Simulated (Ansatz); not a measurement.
## Effect of Li → Na on LiF

Start from LiF in the rock salt structure (space group Fm-3m, No. 225; a = 4.008 Å).

Now apply this change: Na takes the place of Li on all its sites; the structure is relaxed again.

Level of theory: PBEsol (Ansatz, a first-principles code, PAW, no spin-orbit coupling). Γ-centred 12×12×12 mesh, Fermi–Dirac width 0.05 eV, for the changed cell.

```csv
quantity,base,changed,shift
density,2.68 g/cm³,2.81 g/cm³,+0.13 g/cm³
lattice parameter a,4.008 Å,4.629 Å,+0.621 Å
space group,Fm-3m (No. 225),Fm-3m (No. 225),–
shortest interatomic distance,2.004 Å,2.315 Å,+0.311 Å
band gap,9.05 eV,6.20 eV,-2.85 eV
gap character,direct at Γ,direct at Γ,–
width of the top valence band,1.04 eV,0.58 eV,-0.455 eV
electron mass,0.88 mₑ (at Γ),0.56 mₑ (at Γ),–
```

Cost of the whole job for the changed cell (relaxation, final SCF and bands): about 9 core-seconds (a rough figure).

Masses are band curvatures over ±0.01 Å⁻¹ around the edge. Semilocal Kohn–Sham gaps tend to fall short of experiment. Stability against distortions was not tested.
